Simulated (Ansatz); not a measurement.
Consider Ag in the fcc (Cu type) structure (space group Fm-3m, No. 225; a = 4.1492 Å).

Method: PBE/PAW in Ansatz (a quantum-chemistry and plane-wave program), no spin-orbit coupling, earlier PAW set.

For the base:

```
Property              Result
-------------------  -------
Lattice parameter a  4.149 Å
```

It is then changed as follows: cell and atoms relaxed at a pressure of 9 GPa.

Q: What happens to the lattice parameter a?

A: The lattice parameter a shrinks by 0.1086 Å, from 4.149 Å to 4.041 Å.

Load acts through the strain it causes; cell and atoms are relaxed under it. No phonon test of stability was made. No other phases were tried under pressure.
